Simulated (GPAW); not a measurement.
Input and output of a self-consistent single point for YSi3Ir (I4mm, 5 atoms in the cell) (GPAW).

Method of the run: PBEsol, GPAW PAW datasets PBEsol (made by gpaw-setup) (plane waves; GPAW).

The change in words: lattice scaled by 0.98. Reference geometry:
```
YSi3Ir
1.0
   -2.13281     2.13281     4.99720
    2.13281    -2.13281     4.99720
    2.13281     2.13281    -4.99720
Y Si Ir
1 3 1
Direct
  0.99834   0.99834   0.00000
  0.41432   0.41432   0.00000
  0.26467   0.76467   0.50000
  0.76467   0.26467   0.50000
  0.65201   0.65201   0.00000
```

Reference input (self-consistent single point, DFT PBEsol, plane waves, GPAW PAW datasets PBEsol (made by gpaw-setup)): mode = pw; ecut = 600 eV; xc = PBEsol; kpts = 9 9 9; mesh shift (steps) = 0 0 0; occupations.name = fermi-dirac; occupations.width = 0.1 eV; nbands = -13; convergence.forces = 0.001 eV/Å; symmetry.symmorphic = false; symmetry.tolerance = 0.0005; maxiter = 150. This run's input differs from it in these lines:

```diff
@@ -5,10 +5,10 @@
 atoms = Atoms(['Y', 'Si', 'Si', 'Si', 'Ir'],
-              cell=[[-2.132810, 2.132810, 4.997204],
-                    [2.132810, -2.132810, 4.997204],
-                    [2.132810, 2.132810, -4.997204]],
-              positions=[[-0.000000, 0.000000, 9.977817],
-                         [0.000000, -0.000000, 4.140883],
-                         [2.132810, 0.000000, 2.645220],
-                         [0.000000, 2.132810, 2.645220],
-                         [-0.000000, 0.000000, 6.516454]],
+              cell=[[-2.090154, 2.090154, 4.897260],
+                    [2.090154, -2.090154, 4.897260],
+                    [2.090154, 2.090154, -4.897260]],
+              positions=[[0.000000, -0.000000, 9.778261],
+                         [-0.000000, 0.000000, 4.058066],
+                         [2.090154, 0.000000, 2.592316],
+                         [0.000000, 2.090154, 2.592316],
+                         [-0.000000, 0.000000, 6.386125]],
               pbc=True)
```

The program printed (abridged):

```
     iter     time        total  log10-change:
                         energy   eigst   dens  force
iter:   1 --:--:--   -37.194435
iter:   2 --:--:--   -37.192184   -0.93  -1.20
iter:   3 --:--:--   -36.886115   -1.67  -1.22
iter:   4 --:--:--   -36.893267   -2.26  -1.42
iter:   5 --:--:--   -36.889042c  -1.98  -1.62
iter:   6 --:--:--   -36.890042c  -2.97  -2.00
iter:   7 --:--:--   -36.853207   -2.71  -1.95
iter:   8 --:--:--   -36.856727   -3.70  -2.31
iter:   9 --:--:--   -36.847656c  -3.41  -2.40
iter:  10 --:--:--   -36.847450c  -4.63  -2.92
iter:  11 --:--:--   -36.847286c  -4.85  -2.96
iter:  12 --:--:--   -36.847015c  -4.58  -3.18
iter:  13 --:--:--   -36.847016c  -6.19  -3.33
iter:  14 --:--:--   -36.847069c  -5.29  -3.38
iter:  15 --:--:--   -36.847024c  -5.32  -3.49
iter:  16 --:--:--   -36.847023c  -6.82  -3.82
iter:  17 --:--:--   -36.847026c  -6.96  -3.88
iter:  18 --:--:--   -36.847026c  -6.83  -3.95
iter:  19 --:--:--   -36.847022c  -7.38  -4.06c
iter:  20 --:--:--   -36.847018c  -7.90c -4.15c
iter:  21 --:--:--   -36.847015c  -7.58c -4.25c -2.25
iter:  22 --:--:--   -36.847015c  -8.26c -4.43c -2.47
iter:  23 --:--:--   -36.847017c  -7.85c -4.48c -3.04c
Converged after 23 iterations.

Dipole moment: (-0.000000, -0.000000, 2.312960) |e|*Ang

Energy contributions relative to reference atoms: (reference = -600000.410674)

Kinetic:        +24.847503
Potential:      -20.397642
External:        +0.000000
XC:             -40.818393
Entropy (-ST):   -0.045544
Local:           -0.455713
SIC:             +0.000000
--------------------------
Free energy:    -36.869788
Extrapolated:   -36.847017

Showing only first 2 kpts
 Kpt  Band  Eigenvalues  Occupancy
  0    17      7.89690    2.00000
  0    18      9.75110    0.64767
  0    19      9.75110    0.64766
  0    20     10.07860    0.03558

  1    17      8.08740    2.00000
  1    18      8.64068    1.99994
  1    19      9.50743    1.69118
  1    20     10.52404    0.00042

Fermi level: 9.67748

No gap
No difference between direct/indirect transitions
Energy (eV): -36.847017

Forces in eV/Ang:
  0 Y     0.00000    0.00000   -0.03885
  1 Si    0.00000    0.00000    0.07017
  2 Si    0.00000    0.00000   -0.02694
  3 Si    0.00000   -0.00000   -0.02694
  4 Ir    0.00000    0.00000    0.02249

Stress tensor:
     0.013332     0.000000     0.000000
     0.000000     0.013332     0.000000
     0.000000     0.000000     0.016296
Stress (GPa, Voigt): [2.136  2.136  2.6109 0.     0.     0.    ]
```

The run converged in 23 iterations. GPAW prints stress with tension positive. Against the reference run the free energy goes down by 41.4 meV/atom, the pressure goes from -9.77 to -2.29 GPa and the largest force goes from 0.292 to 0.070 eV/Å.

The starting cell comes from a database of computed structures (which also holds hypothetical and non-ambient phases and stackings), without a prior relaxation at this level. Its lattice was rescaled by a random factor within 2.5 % of one. For this run, on top of that: lattice scaled by 0.98. Spin polarisation is off.

Cost on one core of a shared machine: roughly 5 min.
